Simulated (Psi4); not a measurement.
Psi4 1.11, B3LYP/def2-svp, scf_type pk: Zn(F)(Cl) ([F][Zn][Cl]), 3 atoms. The geometry is a generated start, not checked to be a minimum at this level.

```
Item                                             Result
-----------------------  ------------------------------
task                                             energy
method                                            b3lyp
basis                                          def2-svp
memory                                             7 GB
e_convergence                                     1e-08
d_convergence                                     1e-07
guess                    auto, which took SAD (default)
diis_max_vecs                              10 (default)
scf_initial_accelerator                 adiis (default)
dft_radial_points                          75 (default)
dft_spherical_points                      302 (default)
basis functions                                      63
grid points                                       65231
```

```xyz
3

Zn     0.3751    -0.4282     0.3451
F      1.1845     0.2025    -1.0379
Cl    -1.5596     0.2257     0.6928
```
Charge 0, spin multiplicity 1.

The reference run uses exact four-centre integrals (scf_type = pk). Single runs; times are not shown.

Settings tried, all else as in the reference:
- scf_type = direct, screening = density, ints_tolerance = 1e-09
- scf_type = direct, screening = density, ints_tolerance = 1e-07
- scf_type = direct, screening = density, ints_tolerance = 1e-05
- scf_type = direct, screening = csam (default), ints_tolerance = 1e-05
- scf_type = direct, screening = csam (default), ints_tolerance = 1e-07
- scf_type = direct, screening = csam (default), ints_tolerance = 1e-09

Task: Sort the settings: which keep to the reference within 1.0 meV/atom in energy, and which don't?

Result: Within it: scf_type = direct, screening = csam (default), ints_tolerance = 1e-09; scf_type = direct, screening = density, ints_tolerance = 1e-09; scf_type = direct, screening = density, ints_tolerance = 1e-07; scf_type = direct, screening = csam (default), ints_tolerance = 1e-07; scf_type = direct, screening = density, ints_tolerance = 1e-05. Outside: scf_type = direct, screening = csam (default), ints_tolerance = 1e-05.

```json
[
 {"setting": "scf_type = direct, screening = csam (default), ints_tolerance = 1e-09", "energy against the reference": "under 0.001 meV/atom"},
 {"setting": "scf_type = direct, screening = density, ints_tolerance = 1e-09", "energy against the reference": "under 0.001 meV/atom"},
 {"setting": "scf_type = direct, screening = density, ints_tolerance = 1e-07", "energy against the reference": "under 0.001 meV/atom"},
 {"setting": "scf_type = direct, screening = csam (default), ints_tolerance = 1e-07", "energy against the reference": "+0.0094 meV/atom"},
 {"setting": "scf_type = direct, screening = density, ints_tolerance = 1e-05", "energy against the reference": "−0.16 meV/atom"},
 {"setting": "scf_type = direct, screening = csam (default), ints_tolerance = 1e-05", "energy against the reference": "−1.4 meV/atom"}
]
```

Total energies are compared; such shifts often cancel in part in energy differences. No test of the SCF solution's stability was run. The tolerance is a choice made for this comparison.
